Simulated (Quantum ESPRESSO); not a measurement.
Troubleshooting Quantum ESPRESSO: a failed run on NaCeS2 (R-3m, 4 atoms in the cell). The aim is a self-consistent single point with DFT, PBEsol, plane waves, SSSP 1.1.2 efficiency (PBE) pseudopotentials.

Cell that was meant: a = 7.0281 Å, b = 7.0281 Å, c = 7.0281 Å, α = 34.51°, β = 34.51°, γ = 34.51°.

Part of the input:

```fortran
   occupations = 'smearing'
   smearing = 'cold'
   degauss = 0.0073499
   nbnd = 16
   nspin = 2
   starting_magnetization(2) = 0.083
   input_dft = 'pbesol'
```

Output, abridged:

```
 %%%%%%%%%%%%%%%%%%%%%%%%%%%%%%%%%%%%%%%%%%%%%%%%%%%%%%%%%%%%%%%%%%%%%%%%%%%%%%
     Error in routine setup (1):
     too few bands
 %%%%%%%%%%%%%%%%%%%%%%%%%%%%%%%%%%%%%%%%%%%%%%%%%%%%%%%%%%%%%%%%%%%%%%%%%%%%%%

     stopping ...
```

### Question
Read the log: what does the program object to, and what is the fix?

### Answer
The fault is too few bands; here the program stops on it instead of giving results. To fix it, raise the band count or leave it to the default. The program stopped before any SCF iteration.

An input that runs soundly differs in these lines (not the only fix; some lines may just follow from the change or write a value another way):
```diff
-   nbnd = 16
```

With that input, the run converged in 30 iterations: free energy E − TS -8421.6594 eV; Fermi level (on the code's own zero) 7.68 eV; pressure -2.72 GPa; largest force (vector length) 0.305 eV/Å; size of the cell's spin moment 1.00 μB (DFT, PBEsol, plane waves, SSSP 1.1.2 efficiency (PBE) pseudopotentials).

On the sound input: the starting cell comes from a database of computed structures (which also holds hypothetical and non-ambient phases and stackings), without a prior relaxation at this level. With one magnetic atom in the cell only a parallel order is possible. With U or open f shells several self-consistent states can exist. The f electrons are in the valence without U or exact exchange, which can misplace them near the Fermi level. Spin-orbit terms, which matter for f shells, are left out.
